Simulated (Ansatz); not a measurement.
SnO2 (P4_2/mnm) under uniaxial stress along c (compression positive): hole mass along z by PBE, rigid bands (plane waves, PAW, scalar-relativistic; Ansatz, a quantum-chemistry and plane-wave program). The unloaded cell, whose axes the loads refer to:

```
CELL_PARAMETERS angstrom
      4.76912     0.00000     0.00000
      0.00000     4.76912     0.00000
      0.00000     0.00000     3.21204
ATOMIC_POSITIONS crystal
  Sn 0.00000 0.00000 0.00000
  Sn 0.50000 0.50000 0.50000
  O  0.30627 0.30627 0.00000
  O  0.69373 0.69373 0.00000
  O  0.80627 0.19373 0.50000
  O  0.19373 0.80627 0.50000
```

```csv
uniaxial stress along c (compression positive) (GPa),volume per atom (Å³),hole mass along z (mₑ)
-8,12.27,1.88
-4,12.22,1.95
-2,12.20,?
0,12.18,2.02
2,12.15,2.06
4,12.13,2.09
8,12.09,2.17
```

### Question
Fit a straight line to ln(hole mass along z) against the load over the rows given, and predict the row at -2 GPa.

### Answer
The means are x̄ = 0.333 GPa and ȳ = 0.7061; Σ(x − x̄)(y − ȳ) = 1.458 and Σ(x − x̄)² = 163.3, so the slope is 0.893 % per GPa, and the rows given lie within 0.17 % of the line. At -2 GPa the line gives 1.98 mₑ; the calculation gives 1.98 mₑ, 0.22 % from it.

Masses are for dilute carriers at 300 K, harmonic means over directions unless an axis is named. Spin-orbit coupling is left out. Stresses and pressures are the targets of the relaxation. The structure type is held at every load. Geometry: cell and atoms relaxed with PBEsol.
